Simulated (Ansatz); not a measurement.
Start from SnSe in the GeS type structure (space group Pnma, No. 62; a = 11.536 Å, b = 4.121 Å, c = 4.578 Å; layered, stacked along the Cartesian x axis).

Structures relaxed with r2SCAN+rVV10, PAW, 500 eV (Ansatz, a quantum-chemistry and plane-wave program; without spin-orbit coupling).

Base:

Simulated powder pattern, Cu Kα, λ = 1.54184 Å (kinematic, ideal powder, no thermal factors, no anomalous dispersion; the 8 strongest lines at most, above 2 %, up to 2θ = 90°):

```
2θ (°)  I/Imax (%)    hkl
------  ----------  -----
24.83           28  (201)
29.16           27  (011)
30.19          100  (111)
31.01           53  (400)
37.54           36  (311)
43.94           28  (020)
49.46           26  (511)
54.75           21  (420)
```

It is then changed as follows: the cell is scaled by 0.9806 in all directions, atoms relaxed at fixed cell.

Predict the new powder pattern.


Simulated powder pattern, Cu Kα, λ = 1.54184 Å (kinematic, ideal powder, no thermal factors, no anomalous dispersion; the 8 strongest lines at most, above 2 %, up to 2θ = 90°):

```tsv
2θ (°)	I/Imax (%)	hkl
25.33	23	(201)
29.75	26	(011)
30.80	100	(111)
31.64	52	(400)
38.31	42	(311)
44.86	28	(020)
50.51	23	(511)
55.93	20	(420)
```

The indices refer to the base's conventional cell; one index is shown for lines that coincide.

The cells carry an imposed strain or load. Stability against distortions was not tested.
